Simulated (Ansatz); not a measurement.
Where the default PAW files enter, the runs use the earlier of Ansatz's two default sets.

Input:

```
GaSe
1.0
    3.76956     0.00000     0.00000
    0.00000    15.96052     0.00000
    1.88478     0.00000     3.26453
Ga Se
4 4
Cartesian
  1.88478  13.19258   1.08818
  3.76956   2.76794   2.17635
  3.76956   5.21232   2.17635
  1.88478  10.74820   1.08818
  1.88478   6.39070   1.08818
  3.76956   9.56982   2.17635
  3.76956  14.37096   2.17635
  1.88478   1.58956   1.08818
```

Space group of this cell: P6_3/mmc. The cell was relaxed by PBE-D3(BJ); by PBEsol its mean pressure is -0.8 GPa.

Transport runs along the normal of the first two printed cell vectors, the (100) plane of the conventional cell.

The gap is the functional's own. No spin-orbit coupling. Mid-gap values are interpolated on the energy grid.

Q: Predict the band gap and the smallest decay constant κ at mid-gap from PBEsol (Ansatz, an electronic-structure program).

A: Gap 0.76 eV on a 10×2×10 mesh; κ = 0.094 1/Å, at the zone centre.
